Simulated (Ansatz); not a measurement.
A O vacancy (surface) in a 2x2 cell of the 1x1 (0001) surface of corundum (cut with top plane Al)

Host crystal: corundum, with a band gap (PBE, scalar-relativistic without spin-orbit coupling).

The numbers are results of PBE (plane waves to 420 eV, PAW; Ansatz, a first-principles code), not measurements.

Model: 79-atom slab, 6.7 Å thick at the start (thin: gaps and levels are the slab's own), 3x3x1 mesh, Fermi-Dirac 0.01 eV, dipole correction, 16 atoms held, the rest relaxed; no symmetry held; spin-polarised from one start with parallel moments (other orders not tried), no spin-orbit, no U. The starting moment vanished.

```
Property                                                                                    Result
----------------------------------------------------------------------------------  --------------
formation energy against ½ O2(g)                                                    128.6 kcal/mol
gap of the slab on its k-mesh                                                              3.02 eV
highest filled level below the top vacuum level                                            4.88 eV
change of the step from the bottom to the top vacuum level, against the clean slab         0.14 eV
energy released by relaxation                                                              0.40 eV
magnetic moment of the cell                                                                0.00 μB
largest move of a host atom                                                                 0.25 Å
```
